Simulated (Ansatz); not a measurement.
N_O in rock-salt MgO (start: the O site; 64-site cell, 2×2×2 shifted sampling). Calculation: PBE, PAW (plane waves to 420 eV; Ansatz, an electronic-structure program). Total energies of the localised charge states, counted from that of charge +1, and their image corrections (point charge with alignment); the host's valence-band maximum lies at 7.775 eV on the cells' energy zero and its gap is 4.46 eV.

```json
[
 {"charge": "+1", "moment (μB)": "2.0", "E − E(first) (eV)": "0.000", "correction (eV)": "0.179"},
 {"charge": "0", "moment (μB)": "1.0", "E − E(first) (eV)": "8.230", "correction (eV)": "0.000"},
 {"charge": "−1", "moment (μB)": "not spin-polarised", "E − E(first) (eV)": "17.058", "correction (eV)": "0.201"}
]
```

Question: Derive the transition levels above the valence-band maximum and say which of them are thermodynamic.

Answer: A level is the Fermi energy at which two charges have equal formation energy: ε(q/q′) = [E(q′) + corr(q′) − E(q) − corr(q)] / (q − q′) − E_VBM.
ε(+1/0) = [(8.230 + 0.000) − (0.000 + 0.179)] / 1 − 7.775 = 0.28 eV
ε(0/−1) = [(17.058 + 0.201) − (8.230 + 0.000)] / 1 − 7.775 = 1.25 eV
Thermodynamic levels at least 0.1 eV inside the gap: (+1/0) at 0.28 eV; (0/−1) at 1.25 eV. They hold to tenths of an eV in this cell. Only the charges listed were compared.
